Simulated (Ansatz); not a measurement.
Pd (fcc (Cu type), Fm-3m), quasi-harmonic lattice dynamics with DFT at the PBEsol level (Ansatz, a program for electronic structure). 

```
T (K)  α_L (10⁻⁶/K)  C_P (J/mol/K)  bulk modulus B_T (GPa)     γ
-----  ------------  -------------  ----------------------  ----
150             9.6           22.0                     198  2.30
300            11.5              ?                     192  2.31
400            12.2           27.3                     188  2.31
500            12.7           28.1                     183  2.32
650            13.5           29.2                       ?  2.33
700            13.7           29.5                     174  2.34
900            14.8           30.6                     164  2.36
1000           15.3           31.2                     159  2.37
```

Task: Fill in the missing entries.

Result: 
- 300, C_P (J/mol/K): 26.1
- 650, bulk modulus B_T (GPa): 176

No phase change or melting is allowed for: the numbers belong to this structure as given.
